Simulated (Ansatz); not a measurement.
Take NaI in the rock salt structure (space group Fm-3m, No. 225; a = 6.402 Å) as the base.

Computed with Kohn–Sham DFT with the PBEsol functional, run in Ansatz (a quantum-chemistry and plane-wave program) with PAW and 420 eV plane waves, no spin-orbit coupling.

Modification: the cell is scaled by 0.9700 in all directions, atoms relaxed at fixed cell.

Problem. What does the calculation give for the energy relative to the base and mean gap deformation potential ΔEg/Δln V after the change?

Solution. The energy rises by 16 meV/atom; the mean gap deformation potential ΔEg/Δln V comes out as -2.9 eV.

With I present, leaving out spin-orbit coupling can change the band edges. The cells carry an imposed strain or load. Stability against distortions was not tested.
